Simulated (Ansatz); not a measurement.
**MoSi2 under a change: isotropic strain −2.50 %**

Base system: MoSi₂ (space group I4/mmm, No. 139; a = 3.1740 Å, c = 7.7787 Å; relaxed with 0.1 eV smearing).

One thing is altered: an isotropic linear strain of −2.50 %, atoms relaxed at fixed cell.

Computed with LDA (Ansatz, an electronic-structure program), no SOC. k-mesh 25×25×25 (Γ-centred); smearing 0.1 eV (Fermi–Dirac).

| quantity | base | changed | shift |
|---|---|---|---|
| space group | I4/mmm (No. 139) | I4/mmm (No. 139) | – |
| shortest interatomic distance | 2.564 Å | 2.516 Å | -0.048 Å |
| energy relative to the base (free energy F) | 0 meV/atom | +56 meV/atom | +56 meV/atom |
| pressure (mean of the normal stresses, compression positive) | 0.0 GPa | 20.3 GPa | +20.3 GPa |
| band gap | zero | zero | – |

Final structure:

```xyz
3
Lattice="-1.5473 1.5473 3.7921 1.5473 -1.5473 3.7921 1.5473 1.5473 -3.7921" Properties=species:S:1:pos:R:3 pbc="T T T"
Si     0.0000     0.0000     5.0501
Si     0.0000     0.0000     2.5341
Mo     0.0000     0.0000     0.0000
```

Cost of the whole job for the changed cell (relaxation, final SCF and bands): very roughly 80 core-seconds.

No phonon test of stability was made. All final runs are without spin polarisation.
